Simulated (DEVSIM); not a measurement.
Structure: illuminated Si p-on-n cell, one wavelength, at 250 K.

Layer 1 from the left is Si, thickness (μm) 0.230, Na (cm⁻³) 3.5e18, τn (s) 0.00013, τp (s) 5.9e-5, absorption coefficient (cm⁻¹) 250. Layer 2 from the left is Si, thickness (μm) 220, Nd (cm⁻³) 2.9e17, τn (s) 0.00093, τp (s) 0.00093, absorption coefficient (cm⁻¹) 250.

Left contact: ohmic, minority electron recombination velocity 2e6 cm/s. Right contact: ohmic, minority hole recombination velocity 5000 cm/s. Voltage is applied to the left contact. Recombination: SRH at mid-gap, radiative, Auger. Light enters at the left, 3.4e17 photons cm⁻² s⁻¹, one pass, no reflection. Mobility is constant in doping.

This is a model device: material constants are rounded textbook-type values typed into the input, and sizes, dopings and lifetimes were drawn at random. Values at 300 K; Nc and Nv go as T^1.5, mobilities as T to minus their exponent, the gap by Varshni's rule with the affinity fixed.

Si: gap (eV) 1.124, affinity (eV) 4.05, permittivity 11.7, Nc (cm⁻³) 2.86e19, Nv (cm⁻³) 3.1e19, μn (cm²/Vs) 1417, μp (cm²/Vs) 470, T exponent of μn 2.3, T exponent of μp 2.2, B (cm³/s) 4.7e-15, Cn (cm⁶/s) 2.8e-31, Cp (cm⁶/s) 9.9e-32, Varshni α (eV/K) 0.000473, Varshni β (K) 636.

Model (solved in DEVSIM): 1D drift-diffusion, Boltzmann statistics, complete ionisation; no tunnelling, impact ionisation, image-force lowering or self-heating.

Dark forward current:

```
|V| (V)  |J| (A/cm²)
-------  -----------
0.40        3.484e-8
0.45        3.544e-7
0.50        3.608e-6
0.55        3.673e-5
0.60       0.0003739
0.65        0.003806
0.70         0.03872
0.75          0.3928
0.80           3.860
0.85           30.18
0.90           123.4
0.95           284.9
1.00           495.6
1.05           747.2
1.10            1037
1.15            1362
1.20            1723
1.25            2118
```

Work out the local ideality factor n = ΔV / (kT/q · ln(J2/J1)) between the rows 0.40 and 0.45 V, 0.45 and 0.50 V, 1.20 and 1.25 V.

kT/q = 21.54 mV. From 0.40 to 0.45 V: ln(3.544e-7/3.484e-8) = 2.320, n = 1.00, near the 1 of diffusion or emission over a barrier. From 0.45 to 0.50 V: ln(3.608e-6/3.544e-7) = 2.320, n = 1.00, near the 1 of diffusion or emission over a barrier. From 1.20 to 1.25 V: ln(2118/1723) = 0.206, n = 11.25.

What current could the absorbed light give at most, and what share is collected?

Σ αd = 5.51, so qΦ(1 − exp(−Σ αd)) = 54.3 mA/cm². The simulated short-circuit current is 44.08 mA/cm², a share of 0.81.

Estimate the open-circuit voltage by superposition: the voltage at which the dark current equals that short-circuit current.

Interpolating ln J in the table gives 0.703 V. The simulation gives 0.703 V, the same within the digits that matter. Superposition holds where collection doesn't change with voltage.

Estimate the fill factor from FF0 = (v − ln(v + 0.72))/(v + 1), v = qVoc/(nkT), with n from the dark curve.

The rows about Voc, 0.70 and 0.75 V, give n = 1.00, so v = 32.6 and FF0 = 0.866. The simulation gives 0.865, the same within the digits that matter.
